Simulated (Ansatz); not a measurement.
Effect of W → Ir on WC

Start from WC (space group P-6m2, No. 187; a = 2.8987 Å, c = 2.8280 Å).

Perturbation: every W is replaced by Ir, then cell and atoms are relaxed.

Level of theory: PBEsol/PAW in Ansatz (a quantum-chemistry and plane-wave program), no SOC, earlier PAW set. k-mesh 18×18×17 (Γ-centred); smearing 0.05 eV (Fermi–Dirac), for the changed cell.

```csv
quantity,base,changed,shift
volume per atom,10.29 Å³,10.41 Å³,+0.12 Å³
c/a ratio,0.976,0.877,-0.0982
space group,P-6m2 (No. 187),P-6m2 (No. 187),–
shortest interatomic distance,219.1 pm,218.6 pm,-0.5 pm
band gap,zero,zero,–
```

Whether these cells are dynamically stable was not tested. As relaxed here, IrC is a hypothetical phase, not in the database extracts checked. The final runs are not spin-polarised. An odd electron count without spin: IrC.
